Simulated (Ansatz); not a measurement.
## TiSi2 under a change: uniaxial strain ε_zz = +1.07 %

The parent structure is TiSi2 (space group Fddd, No. 70; a = 4.806 Å, b = 8.265 Å, c = 8.565 Å). Axes: x, y, z lie along a, b, c of the conventional cell.

The change: uniaxial strain ε_zz = +1.07 %, all other strain components held at zero, atoms relaxed at fixed cell.

The values are results of DFT with PBE, PAW potentials and a 420 eV plane-wave cutoff in Ansatz (a program for electronic structure), spin-orbit coupling left out, earlier PAW set, not measurements. k-mesh 13×13×13 (Γ-centred); smearing 0.05 eV (Fermi–Dirac).

The volume per atom grows by 0.15 Å³ (14.18 Å³ → 14.33 Å³) and the shortest interatomic distance increases by 0.0332 bohr (4.789 bohr → 4.823 bohr). The energy increases by 2.0 meV/atom and the pressure (mean of the normal stresses, compression positive) goes from zero to -1.7 GPa. The band gap is still zero and the stress (xx, yy, zz, yz, xz, xy; compression positive) is (-0.9, -0.2, -4.1, 0.0, 0.0, 0.0) GPa (rough).

Final structure:

```xyz
6
Lattice="0.0000 4.1324 4.3282 2.4031 0.0000 4.3282 2.4031 4.1324 0.0000" Properties=species:S:1:pos:R:3 pbc="T T T"
Si     2.4031     5.4760     4.3282
Si     2.4031     2.7889     4.3282
Si     3.6047     4.8551     6.4923
Si     3.6047     7.5422     6.4923
Ti     0.0000     0.0000     0.0000
Ti     1.2016     2.0662     2.1641
```

Without a gap, meshes like the base's 13×13×13 leave anisotropic stresses uncertain by several tenths of a GPa, and small strain energies with them. Whether these cells are dynamically stable was not tested. All final runs are without spin polarisation.
